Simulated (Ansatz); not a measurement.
The starting structures come from a database of crystals and need not be the phases stable at ambient conditions.

Tunnelling through a barrier is set by its complex band structure: the current falls as exp(−2κd) with the smallest κ.

```xyz
8
Lattice="6.6110 0.0000 0.0000 0.0000 7.1043 0.0000 2.2037 -3.5521 2.0508" Properties=species:S:1:pos:R:3 pbc="T T T"
Sr     3.3055     0.0000     0.0000
Ni     0.0000     0.0000     0.0000
F      3.2787     2.3236     1.3415
F      5.5359     1.2285     0.7093
F      7.6861     0.0000     1.4186
F      1.1286     3.5521     0.6323
F      3.2787    -2.3236     1.3415
F      5.5359     5.8758     0.7093
```

Space group of this cell: R-3m. The cell is taken as given.

Transport runs along the normal of the first two printed cell vectors, the (100) plane of the conventional cell.

No gap correction and no spin-orbit coupling; mid-gap values are interpolated between computed energies.

Q: Estimate the band gap and the smallest decay constant κ at mid-gap that r2SCAN (Ansatz, a first-principles code) returns for this system.

A: Gap 2.05 eV on a 14×14×14 mesh; κ = 0.415 1/Å, at the zone centre.
